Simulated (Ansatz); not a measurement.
**InAs under a change: pressure 0.3 GPa**

Take InAs in the zinc blende structure (space group F-43m, No. 216; a = 6.187 Å) as the base.

It is then changed as follows: a hydrostatic pressure of 0.3 GPa.

Level of theory: Kohn–Sham DFT with the PBE functional, run in Ansatz (a first-principles code) with PAW and 420 eV plane waves, scalar-relativistic without spin-orbit coupling, earlier PAW set. k-mesh 9×9×9 (Γ-centred); smearing 0.05 eV (Fermi–Dirac).

```json
[
 {"quantity": "volume per atom", "base": "29.60 Å³", "changed": "29.42 Å³", "shift": "-0.175 Å³"},
 {"quantity": "density", "base": "5.32 g/cm³", "changed": "5.35 g/cm³", "shift": "+0.03 g/cm³"},
 {"quantity": "lattice parameter a", "base": "6.187 Å", "changed": "6.174 Å", "shift": "-0.0122 Å"},
 {"quantity": "enthalpy H = E + PV relative to the base's energy", "base": "–", "changed": "+0.06 eV/atom", "shift": "–"},
 {"quantity": "band gap", "base": "zero", "changed": "zero", "shift": "–"}
]
```

Cost of the whole job for the changed cell (relaxation, final SCF and bands): very roughly 18 core-seconds.

The mesh was chosen for an insulator and is coarse for the gapless case. Load acts through the strain it causes; cell and atoms are relaxed under it. Whether these cells are dynamically stable was not tested. The final runs are not spin-polarised. A zero or small gap of InAs can be the functional's error rather than a property of the material.
